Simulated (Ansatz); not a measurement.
CsCl-type ZrRu, treated with PBEsol in Ansatz (plane waves, PAW).

Numerical settings: plane-wave cutoff 500 eV, 18×18×18 k mesh, Fermi–Dirac smearing 0.1 eV, no spin polarisation, scalar-relativistic PAW data made under PBE.

Computed at the level's own relaxed cell.

Q: Predict the equilibrium volume per atom and lattice constant a.

A: 
* **equilibrium volume per atom**: 16.88 Å³/atom
* **lattice constant a**: 3.232 Å

The run finds no gap.

Computing time: roughly 40 core-seconds.

Ansatz is an electronic-structure program.
